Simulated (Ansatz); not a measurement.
# KTaO3: response to strain

The parent structure is KTaO3 in the cubic perovskite structure (space group Pm-3m, No. 221).

```xyz
5
Lattice="4.0244 0.0000 0.0000 0.0000 4.0244 0.0000 0.0000 0.0000 4.0244" Properties=species:S:1:pos:R:3 pbc="T T T"
K      0.0000     0.0000     0.0000
Ta     2.0122     2.0122     2.0122
O      2.0122     0.0000     2.0122
O      0.0000     2.0122     2.0122
O      2.0122     2.0122     0.0000
```

Strains are applied to the cell and any free atomic positions relax.

Computed with PBE (Ansatz, a first-principles code; PAW; 420 eV plane waves; no SOC).

Notes on the quantities. energy relative to the base: free energy F.

| case | band gap | volume per atom | energy relative to the base | smallest direct gap | pressure |
|---|---|---|---|---|---|
| base | 2.16 eV | 13.04 Å³ | 0 meV/atom | 2.78 eV | 0.01 GPa |
| isotropic strain +0.60 % | 2.12 eV | 13.27 Å³ | +2.4 meV/atom | 2.75 eV | -3.24 GPa |
| isotropic strain +1.20 % | 2.08 eV | 13.51 Å³ | +9.5 meV/atom | 2.71 eV | -6.21 GPa |
| isotropic strain +1.80 % | 2.03 eV | 13.75 Å³ | +21 meV/atom | 2.67 eV | -8.93 GPa |
| isotropic strain +2.40 % | 1.99 eV | 14.00 Å³ | +37 meV/atom | 2.63 eV | -11.41 GPa |
| isotropic strain +3.00 % | 1.95 eV | 14.24 Å³ | +56 meV/atom | 2.58 eV | -13.67 GPa |

With Ta present, leaving out spin-orbit coupling can change the band edges. Whether these cells are dynamically stable was not tested.
